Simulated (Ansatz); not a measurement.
# Rock-salt HgS (model structure)

Calculation: PBEsol in Ansatz (plane waves, PAW).

Numerical settings: plane-wave cutoff 500 eV, 12×12×12 k mesh, Fermi–Dirac smearing 0.05 eV, scalar-relativistic PAW data made under PBE.

Cell (relaxed at this level):

```cif
data_HgS
_chemical_formula_sum 'Hg1 S1'
_space_group_name_H-M_alt 'P 1'
_space_group_IT_number 1
_cell_length_a 3.85447
_cell_length_b 3.85447
_cell_length_c 3.85447
_cell_angle_alpha 60.000
_cell_angle_beta 60.000
_cell_angle_gamma 60.000
loop_
_space_group_symop_operation_xyz
  'x, y, z'
loop_
_atom_site_label
_atom_site_type_symbol
_atom_site_fract_x
_atom_site_fract_y
_atom_site_fract_z
_atom_site_occupancy
Hg1 Hg 0.00000 0.00000 0.00000 1
S1 S 0.50000 0.50000 0.50000 1
```

```
Item      Result
--------  ------
band gap    none
```

Note: the relaxation could raise the start's symmetry but not lower it, so the cell can be a saddle point.

Spin–orbit coupling is not included; it can shift volumes and moduli of such heavy elements.

The computed numbers hold no vibrational or temperature effects.

Cost on a shared machine: roughly 16 core-seconds.

A model structure was made by putting elements into a prototype or built by hand; it is no filed structure, need not be a known phase, and can be a saddle point held by its symmetry.

Ansatz is a quantum-chemistry and plane-wave program.
